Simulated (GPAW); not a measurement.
**A self-consistent single point of GaIr (Pm-3m, 2 atoms in the cell) with GPAW**

Method of the run: PBEsol, GPAW PAW datasets PBEsol (made by gpaw-setup) (plane waves; GPAW).

The input file:

```python
from ase import Atoms
from ase.units import GPa
from gpaw import GPAW, PW

atoms = Atoms(['Ga', 'Ir'],
              cell=[[3.028500, 0.000000, 0.000000],
                    [0.000000, 3.028500, 0.000000],
                    [0.000000, 0.000000, 3.028500]],
              positions=[[0.000000, 0.000000, 0.000000],
                         [1.514250, 1.514250, 1.514250]],
              pbc=True)

calc = GPAW(mode=PW(550),
            xc='PBEsol',
            kpts=(9, 9, 9),
            occupations={'name': 'methfessel-paxton', 'width': 0.1, 'order': 0},
            nbands=-10,
            convergence={'density': 1e-05, 'energy': 1e-05},
            symmetry={'symmorphic': False, 'tolerance': 0.0005},
            maxiter=150,
            txt='-')

atoms.calc = calc

energy = atoms.get_potential_energy()
print('Energy (eV):', round(energy, 6))
forces = atoms.get_forces()
print('Forces (eV/Ang):')
print(forces.round(5))
stress = atoms.get_stress()
print('Stress (GPa, Voigt):', (stress / GPa).round(4))
```

The program printed (abridged):

```
Input parameters:
  convergence: {density: 1e-05,
                energy: 1e-05}
  kpts: [9 9 9]
  maxiter: 150
  mode: {ecut: 550.0,
         name: pw}
  nbands: -10
  occupations: {name: methfessel-paxton,
                order: 0,
                width: 0.1}
  symmetry: {symmorphic: False,
             tolerance: 0.0005}
  xc: PBEsol

species:
  Ga:
    name: Gallium
    Z: 31.0
    valence: 3
    core: 28
    charge: 0.0
    file: Ga.PBEsol.gz

    # Using partial waves for Ga as LCAO basis

  Ir:
    name: Iridium
    Z: 77.0
    valence: 15
    core: 62
    charge: 0.0
    file: Ir.PBEsol.gz

    # Using partial waves for Ir as LCAO basis

Reference energy: -537192.317215  # eV

Spin-paired calculation

Convergence criteria:
 Maximum [total energy] change in last 3 cyles: 1e-05 eV / valence electron
 Maximum integral of absolute [dens]ity change: 1e-05 electrons / valence electron
 Maximum integral of absolute [eigenst]ate change: 4e-08 eV^2 / valence electron
 Maximum number of scf [iter]ations: 150

Symmetries present (total): 48
Symmetries with fractional translations: 0
729 k-points: 9 x 9 x 9 Monkhorst-Pack grid
35 k-points in the irreducible part of the Brillouin zone
       k-points in crystal coordinates                weights
   0:     0.00000000    0.00000000    0.00000000          1/729
   1:     0.11111111    0.00000000    0.00000000          6/729
   2:     0.11111111    0.11111111    0.00000000         12/729
   [... 7 lines left out ...]
          ...
  34:     0.44444444    0.44444444    0.44444444          8/729

Wave functions: Plane wave expansion
  Cutoff energy: 550.000 eV
  Number of coefficients (min, max): 798, 822
  Pulay-stress correction: 0.000000 eV/Ang^3 (de/decut=0.000000)

Occupation numbers: Methfessel-Paxton:
  width: 0.1000  # eV
  order: 0

Eigensolver

Densities:
  Coarse grid: 18*18*18 grid
  Fine grid: 36*36*36 grid
  Total Charge: 0.000000

Density mixing:
  Method: separate
  Backend: pulay
  Linear mixing parameter: 0.05
  old densities: 5
  Damping of long wavelength oscillations: 50

Hamiltonian:
  XC and Coulomb potentials evaluated on a 36*36*36 grid
  External potential:
    NoExternalPotential

XC parameters: PBEsol with 2 nearest neighbor stencil

Number of atoms: 2
Number of atomic orbitals: 16
Number of bands in calculation: 19
Number of valence electrons: 18
Bands to converge: occupied

Density initialized from atomic densities
  16 bands from LCAO basis set
  3 bands from random numbers

Atomic positions and initial magnetic moments

Positions:
   0 Ga     0.000000    0.000000    0.000000    ( 0.0000,  0.0000,  0.0000)
   1 Ir     1.514250    1.514250    1.514250    ( 0.0000,  0.0000,  0.0000)

Unit cell:
           periodic     x           y           z      points  spacing
  1. axis:    yes    3.028500    0.000000    0.000000    18     0.1683
  2. axis:    yes    0.000000    3.028500    0.000000    18     0.1683
  3. axis:    yes    0.000000    0.000000    3.028500    18     0.1683

  Lengths:   3.028500   3.028500   3.028500
  Angles:   90.000000  90.000000  90.000000

Effective grid spacing dv^(1/3) = 0.1683

     iter     time        total  log10-change:
                         energy   eigst   dens
iter:   1 --:--:--   -14.523458
iter:   2 --:--:--   -14.523204   -1.42  -1.31
iter:   3 --:--:--   -14.511997   -1.94  -1.32
iter:   4 --:--:--   -14.496077   -3.14  -1.69
iter:   5 --:--:--   -14.500118   -2.66  -1.76
iter:   6 --:--:--   -14.495901   -3.38  -2.24
iter:   7 --:--:--   -14.491948   -3.67  -2.12
iter:   8 --:--:--   -14.491778   -4.75  -2.74
iter:   9 --:--:--   -14.491737   -5.70  -3.40
iter:  10 --:--:--   -14.491742c  -5.87  -3.55
iter:  11 --:--:--   -14.491729c  -6.46  -3.56
iter:  12 --:--:--   -14.491729c  -8.63c -4.63
iter:  13 --:--:--   -14.491729c  -9.95c -4.72
iter:  14 --:--:--   -14.491728c  -8.82c -4.73
iter:  15 --:--:--   -14.491728c  -9.67c -5.00c

Converged after 15 iterations.

Dipole moment: (0.000000, 0.000000, 0.000000) |e|*Ang

Energy contributions relative to reference atoms: (reference = -537192.317215)

Kinetic:        +25.286563
Potential:      -20.083773
External:        +0.000000
XC:             -19.454669
Entropy (-ST):   -0.003131
Local:           -0.238284
SIC:             +0.000000
--------------------------
Free energy:    -14.493294
Extrapolated:   -14.491728

Showing only first 2 kpts
 Kpt  Band  Eigenvalues  Occupancy
  0     7     10.95114    2.00000
  0     8     10.95114    2.00000
  0     9     16.18502    0.00000
  0    10     16.18502    0.00000

  1     7     10.58450    2.00000
  1     8     10.95968    2.00000
  1     9     14.97872    0.00000
  1    10     16.79818    0.00000

Fermi level: 12.34739

No gap
No difference between direct/indirect transitions
Energy (eV): -14.491728

Forces in eV/Ang:
  0 Ga    0.00000    0.00000    0.00000
  1 Ir   -0.00000   -0.00000    0.00000

Stress tensor:
     0.006830    -0.000000     0.000000
    -0.000000     0.006830     0.000000
     0.000000     0.000000     0.006830
Stress (GPa, Voigt): [ 1.0943  1.0943  1.0943  0.      0.     -0.    ]
```

The run converged in 15 iterations. GPAW prints stress with tension positive.

The starting cell comes from a database of computed structures (which also holds hypothetical and non-ambient phases and stackings), without a prior relaxation at this level. Spin-orbit coupling is off. Spin polarisation is off.
